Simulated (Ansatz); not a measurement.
We consider NbPd (R-3m, No. 166, 2 atoms in the cell; start mp-1220332), described by PBE in Ansatz (plane waves, PAW).

Input file:

Ansatz 0.2 input:
```yaml
crystal:
  lattice:
    - [1.4372494705, 0.8297962009, 4.7293978734]
    - [-1.4372494705, 0.8297962009, 4.7293978734]
    - [0.0, -1.6595929053, 4.7293977851]
  atoms:
    - { symbol: Nb, position: [0.0, 0.0, 0.0] }
    - { symbol: Pd, position: [0.5, 0.5, 0.5] }
basis:
  ecutwfc: 520
  ecutrho_ratio: 4
  xc_grid: 2
kpoints:
  mp_grid: { grid: [22, 22, 22] }
hamiltonian:
  xc: pbe
  dispersion: none
  pseudopotentials: { kind: paw }
scf:
  occupations: { method: fermi_dirac, width: 0.05 }
output:
  forces: true
  stress: true
  eigenvalues: true
relax:
  f_tol: 0.004
  escape_saddle: false
  max_steps: 80
  cell: { stress_tol: 0.02, fix: [volume] }
```

The run printed, among other lines:

```
Relaxation: its limit of steps is 80 (relax.max_steps)
Crystal: 2 atoms, lattice volume = 33.842 Å³
Basis set: ecut = 520 eV, 923 PW (Γ), FFT grids on a1−a3, a2−a3, a3, exchange–correlation on 48×48×80 points (8 copies of the dense FFT grid, shifted against one another)
Bands: 20, of which v1, the nominal top of the filled ones, is band 16 counted from 1 (15 counted from 0)
Symmetry: 12 space group operations
Space group: R-3m (ITA 166), of the structure as read, at distance tolerance 3.2e-5 Å
k-points: 1024 of 10648
Functional: x = pbe(κ = 0.804, μ = 0.2195149727645171), c = pbe(β = 0.06672455060314922)
SCF iter   1: F=—  HF=-11525.412513 eV  |F-HF|=—  |Δ(HF+E_count)|=         —  Δρ=3.37e-3  dr2=1.43e-3
SCF iter   2: F=—  HF=-11525.413228 eV  |F-HF|=—  |Δ(HF+E_count)|=   7.15e-4  Δρ=1.84e-3  dr2=4.25e-4
  ...
SCF 1 converged in 6 iterations: F = -11525.413306 eV  dr2 = 2.69e-9
Crystal: 2 atoms, lattice volume = 33.842 Å³
Initial density: handed on by an earlier stage of this run
SCF 2 converged in 6 iterations: F = -11525.413316 eV  dr2 = 6.62e-11
Crystal: 2 atoms, lattice volume = 33.842 Å³
SCF 3 converged in 6 iterations: F = -11525.413330 eV  dr2 = 1.37e-11
Crystal: 2 atoms, lattice volume = 33.842 Å³
SCF iter   6: F=-11525.413329 eV  HF=-11525.413329 eV  |F-HF|=3.64e-12  |Δ(HF+E_count)|=    0.00e0  Δρ=1.90e-9  dr2=9.03e-16
SCF iter   7: F=-11525.413329 eV  HF=-11525.413329 eV  |F-HF|=1.82e-12  |Δ(HF+E_count)|=  1.82e-12  Δρ=7.68e-10  dr2=1.54e-16
SCF 4 converged in 7 iterations: F = -11525.413329 eV  dr2 = 1.54e-16
SCF converged after 7 iterations
Free energy (F): -11525.413329 eV
Internal energy: -11525.399338 eV  (E = F + TS)
E sigma→0 (E₀):  -11525.406334 eV
Fermi energy:    18.430113 eV
--- Stress (GPa, compression-positive) ---
       -3.353962       0.000000      -0.000000
        0.000000      -3.353962       0.000000
       -0.000000       0.000000      -3.354333
  P = ⅓ Tr σ = -3.3541 GPa (-33.541 kbar)
```

The cell is one volume of an energy–volume scan, off the minimum.

Note: the run has no spin polarisation, so it can have missed a magnetic state. Note: the relaxation could not lower the start's symmetry, so the cell can be a saddle point above a distorted one.

Computing time: about 3 core-minutes (a rough figure).

A start named mp-… is a Materials Project structure, which need not be a measured phase.

Ansatz is a program for electronic structure.
